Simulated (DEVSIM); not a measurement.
## abrupt Si n-p junction

Device: abrupt Si n-p junction, at 300 K.

| layer (left to right) | material | thickness (μm) | Nd (cm⁻³) | Na (cm⁻³) | τn (s) | τp (s) |
|---|---|---|---|---|---|---|
| 1 | Si | 4.60 | 1e17 | - | 0.00084 | 0.00084 |
| 2 | Si | 1.10 | - | 1.6e16 | 0.00084 | 0.00084 |

Left contact: ohmic. Right contact: ohmic. Voltage is applied to the left contact. Recombination: SRH at mid-gap, radiative. Mobility is constant in doping.

This is a model device: material constants are rounded textbook-type values typed into the input, and sizes, dopings and lifetimes were drawn at random. Values at 300 K.

| parameter | Si |
|---|---|
| gap (eV) | 1.124 |
| affinity (eV) | 4.05 |
| permittivity | 11.7 |
| Nc (cm⁻³) | 2.86e19 |
| Nv (cm⁻³) | 3.1e19 |
| μn (cm²/Vs) | 1417 |
| μp (cm²/Vs) | 470 |
| B (cm³/s) | 4.7e-15 |

Simulated with DEVSIM: 1D drift-diffusion, Boltzmann statistics, complete ionisation; no tunnelling, impact ionisation, image-force lowering or self-heating.

The potential step across the device at zero bias is 0.782 V. The largest field in the device at zero bias is 56000 V/cm and the dark forward voltage at 1 A/cm² is 0.557 V. The dark forward voltage at 100 A/cm² is 0.682 V.

Dark forward current:

| V (V) | J (A/cm²) |
|---|---|
| -0.05 | -2.9e-9 |
| -0.10 | -2.3e-8 |
| -0.15 | -1.6e-7 |
| -0.25 | -7.4e-6 |
| -0.30 | -5.1e-5 |
| -0.35 | -0.00035 |
| -0.40 | -0.0024 |
| -0.50 | -0.11 |
| -0.55 | -0.76 |
| -0.60 | -5.1 |
| -0.65 | -33 |
| -0.75 | -700 |
| -0.80 | -1700 |
| -0.85 | -3200 |

Dark reverse current:

```csv
V (V),J (A/cm²)
0.40,5.3e-10
1.00,5.9e-10
2.00,6.8e-10
3.00,7.6e-10
4.00,8.6e-10
6.00,1.1e-9
8.00,1.4e-9
10.00,1.9e-9
13.00,3.6e-9
```
